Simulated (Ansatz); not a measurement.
Base system: CsSnI$_{3}$ in the cubic perovskite structure (space group Pm-3m, No. 221).

```xyz
5
Lattice="6.1305 0.0000 0.0000 0.0000 6.1305 0.0000 0.0000 0.0000 6.1305" Properties=species:S:1:pos:R:3 pbc="T T T"
Cs     0.0000     0.0000     0.0000
Sn     3.0653     3.0653     3.0653
I      3.0653     0.0000     3.0653
I      0.0000     3.0653     3.0653
I      3.0653     3.0653     0.0000
```

Cartesian axes are those of the cell as printed.

Calculations: Ansatz (a first-principles code), PBEsol, PAW, cutoff 420 eV, scalar-relativistic without spin-orbit coupling.

Strains are applied to the cell and any free atomic positions relax; under biaxial strain the out-of-plane vector relaxes too.

One change was made to it. Results:

```tsv
quantity	base	after
band gap	0.10 eV	0.16 eV
energy relative to the base (free energy F)	0 meV/atom	+1.9 meV/atom
```

Q: Which change produced these results?
A) biaxial strain +2.40 %, plane normal [001], relaxed out of plane
B) biaxial strain +1.20 %, plane normal [001], relaxed out of plane
C) biaxial strain +3.00 %, plane normal [001], relaxed out of plane
D) biaxial strain +0.60 %, plane normal [001], relaxed out of plane
E) biaxial strain +1.80 %, plane normal [001], relaxed out of plane

A: B, biaxial strain +1.20 %, plane normal [001], relaxed out of plane. For comparison, the energy relative to the base in the other runs: biaxial strain +3.00 %, plane normal [001], relaxed out of plane gives +11 meV/atom; biaxial strain +1.80 %, plane normal [001], relaxed out of plane gives +4.2 meV/atom; biaxial strain +2.40 %, plane normal [001], relaxed out of plane gives +7.3 meV/atom; biaxial strain +0.60 %, plane normal [001], relaxed out of plane gives +0.5 meV/atom.

With I present, leaving out spin-orbit coupling can change the band edges. Whether these cells are dynamically stable was not tested. Many cubic perovskites are stable only at high temperature; tilts and polar distortions were not tested. The zero or small gap of CsSnI3 can change with the level of theory.
